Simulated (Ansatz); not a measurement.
We consider MgAlNO (model structure, started from the AlSiCN type, P3m1, No. 156, 4 atoms in the cell), described by PBE (Ansatz, a quantum-chemistry and plane-wave program, plane waves, PAW).

Run with plane-wave cutoff 520 eV, 12×12×6 k mesh (along the axes of the cell as run), Fermi–Dirac smearing 0.01 eV, scalar-relativistic PAW data made under PBE.

Cell (relaxed at this level):

```cif
data_AlMgNO
_chemical_formula_sum 'Al1 Mg1 O1 N1'
_space_group_name_H-M_alt 'P 1'
_space_group_IT_number 1
_cell_length_a 3.19812
_cell_length_b 3.19812
_cell_length_c 5.13014
_cell_angle_alpha 90.000
_cell_angle_beta 90.000
_cell_angle_gamma 120.000
loop_
_space_group_symop_operation_xyz
  'x, y, z'
loop_
_atom_site_label
_atom_site_type_symbol
_atom_site_fract_x
_atom_site_fract_y
_atom_site_fract_z
_atom_site_occupancy
Al1 Al 0.33333 0.66667 0.50242 1
Mg1 Mg 0.66667 0.33333 0.00598 1
O1 O 0.33333 0.66667 0.14182 1
N1 N 0.66667 0.33333 0.59977 1
```

Q: Estimate the band gap and bulk modulus B0 that the calculation returns.

A: 
* **band gap**: 3.26 eV (on the SCF k mesh)
* **bulk modulus B0**: 149 GPa

Note: the bulk modulus is −V dP/dV from two relaxed cells at ±2 % in volume; the relaxation could raise the start's symmetry but not lower it, so the cell can be a saddle point.

Computed values are for the static lattice.

Computing time: roughly 70 core-seconds.

A model structure was made by putting elements into a prototype or built by hand; it is no filed structure, need not be a known phase, and can be a saddle point held by its symmetry.
